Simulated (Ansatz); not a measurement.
# Band gap of ScF₃ (R32, No. 155; start mp-10694; structure not from a measured cell) at several levels of theory

No measured value is used here.

| level (code) | value (eV) | cell (Å³/atom) |
|---|---|---|
| r²SCAN (Ansatz) | … | 16.36 |
| r²SCAN-D4 (Ansatz) | 7.01 | 16.30 |
| r²SCAN+rVV10 (Ansatz) | 7.02 | 16.26 |
| HSE06 (Ansatz) | 8.78 | 16.41 |
| PBE0 (Ansatz) | 9.59 | 16.36 |

Fill in the missing entries.


- r²SCAN (Ansatz, a quantum-chemistry and plane-wave program), value (eV): 6.98

Computed values are for a static lattice.  r²SCAN, r²SCAN-D4, r²SCAN+rVV10, HSE06, PBE0: the gap is read on the k mesh or supercell of the run alone and can be too large. r²SCAN, r²SCAN-D4, r²SCAN+rVV10, HSE06: the relaxation could not lower the start's symmetry, so the cell can be a saddle point above a distorted one. Values are at the level's own equilibrium cell; PBE0 at the r²SCAN cell. K meshes differ between the levels. Ansatz's density-functional and Hartree–Fock values are scalar-relativistic unless marked +SOC, with PAW data made under PBE.

A start named mp-… is a Materials Project structure, which can be a computed phase never made.
